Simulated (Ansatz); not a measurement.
zinc-blende InP: the defect In interstitial

Method: PBE, PAW (plane waves to 420 eV; Ansatz, a quantum-chemistry and plane-wave program). The supercell holds 64 host sites (2×2×2 repeats of a cell of 8 atoms), with a 2×2×2 shifted k-point sampling for the final energies. Site at the start: void with 4P nearest. Finite-size correction: monopole term and site-potential alignment. Dielectric constants: PBE linear response of the host. Host gap at this level: 0.44 eV. Finite-size and sampling errors can reach tenths of an eV here. PBE underestimates the host's gap, which shifts levels and can delocalise carriers. Spin–orbit coupling is left out, which matters for these heavy elements. Each state is the lowest found from its start.

Formation energies E_f are given with the Fermi level at the valence-band maximum. Chemical conditions: In-rich (Δμ(In) = 0.00 eV; only phases computed here count, gases as isolated molecules at 0 K); P-rich (Δμ(In) = -0.49 eV; only phases computed here count, gases as isolated molecules at 0 K). Reference phases: In: tetragonal indium.

The name describes the start; the neighbours show where the atoms ended.

Charges with a result: +3, +2, +1, 0. Others weren't obtained, and one of them could lie lower, also by skipping a charge.

```csv
charge,moment (μB),largest move off a lattice site (Å),neighbours of the last In atom of the defect at the end (Å),image correction with alignment (eV),"E_f, In-rich (eV)","E_f, P-rich (eV)"
+3,not spin-polarised,0.20,"P 2.59, P 2.59, P 2.59, P 2.59",1.48,1.52,2.01
+2,1.0,0.18,"P 2.64, P 2.64, P 2.64, P 2.64",0.83,1.71,2.20
+1†,not spin-polarised,0.14,"P 2.70, P 2.70, P 2.70, P 2.70",0.33,–,–
0†,quenched,0.15,"P 2.69, P 2.69, P 2.69, P 2.69",0.00,3.36,3.85
```

† Not settled in this cell, so no level is given: charge +1: level within 0.1 eV of a band edge or past it; charge 0: a level filled in part, carriers not clearly localised, level within 0.1 eV of a band edge or past it.

Starting moments that weren't kept: charge 0 began with 1 μB and ended with 0.0.

No other site or start that was run ended lower by more than 0.1 eV.

Transition levels above the valence-band maximum: ε(+3/+2) = 0.19 eV. With a charge missing or unsettled, these needn't be thermodynamic levels.

Flagged in the runs: a strain field that reaches the edge of the cell.
